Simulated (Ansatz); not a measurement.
Base system: Mg in the hcp (Mg type) structure (space group P6_3/mmc, No. 194; relaxed with 0.1 eV smearing).

```xyz
2
Lattice="3.1751 0.0000 0.0000 -1.5876 2.7497 0.0000 0.0000 0.0000 5.1628" Properties=species:S:1:pos:R:3 pbc="T T T"
Mg     1.5876     0.9166     1.2907
Mg     0.0000     1.8332     3.8721
```

Method: PBEsol, PAW, 420 eV (Ansatz, a first-principles code; scalar-relativistic without spin-orbit coupling).

Strains are applied to the cell and any free atomic positions relax.

One change was made to it. Results:

The pressure (mean of the normal stresses, compression positive) goes from zero to 4.1 GPa; the energy rises by 23 meV/atom; the band gap is still zero.

### Question
Which change produced these results?
(A) isotropic strain −2.00 %
(B) isotropic strain −3.00 %
(C) isotropic strain −2.50 %

### Answer
B, isotropic strain −3.00 %. For comparison, the energy relative to the base in the other runs: isotropic strain −2.50 % gives +16 meV/atom; isotropic strain −2.00 % gives +10 meV/atom.

No phonon test of stability was made.
